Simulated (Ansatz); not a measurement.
The starting structures come from a database of crystals and need not be the phases stable at ambient conditions.

```yaml
crystal:
  lattice:
    - [3.56362, 0.00000, 0.00000]
    - [0.00000, 5.92910, 0.00000]
    - [0.00000, 0.00000, 6.99178]
  atoms:
    - { symbol: Ca, position: [0.75000, 0.24907, 0.88814] }
    - { symbol: Ca, position: [0.25000, 0.75093, 0.11186] }
    - { symbol: Ca, position: [0.25000, 0.25093, 0.38814] }
    - { symbol: Ca, position: [0.75000, 0.74907, 0.61186] }
    - { symbol: F, position: [0.75000, 0.47858, 0.16574] }
    - { symbol: F, position: [0.25000, 0.52142, 0.83426] }
    - { symbol: F, position: [0.25000, 0.02142, 0.66574] }
    - { symbol: F, position: [0.75000, 0.97858, 0.33426] }
    - { symbol: F, position: [0.25000, 0.64349, 0.42648] }
    - { symbol: F, position: [0.75000, 0.35651, 0.57352] }
    - { symbol: F, position: [0.75000, 0.85651, 0.92648] }
    - { symbol: F, position: [0.25000, 0.14349, 0.07352] }
```

Space group of this cell: Pnma. The cell is taken as given.

Computed with r2SCAN (plane waves, PAW; Ansatz, a first-principles code).

The current runs along the normal of the first two printed vectors; no spin-orbit coupling. Scaled by the factor s: both lengths across the current (ions clamped). The meshes follow the cell: 10×6×6 and 10×6 across at s = 0.98, 8×6×6 and 8×6 across at s = 1.00, 8×6×6 and 8×6 across at s = 1.02.

| s | mean pressure (GPa) | band gap (eV) |
|---|---|---|
| 0.98 | 3.7 | 8.91 |
| 1.00 | -0.5 | 8.69 |
| 1.02 | -3.8 | ? |

Task: Take the slope of the band gap against ln s from the two given rows, extrapolate to s = 1.02, and say what the run there gives.

Result: Slope = (8.91 − 8.69) / ln 0.98 = -10.9 eV. The line gives 8.69 + (-10.9) × ln 1.02 = 8.47 eV. The run gives 8.34 eV, 0.13 eV under the line, 62 % of the predicted step.
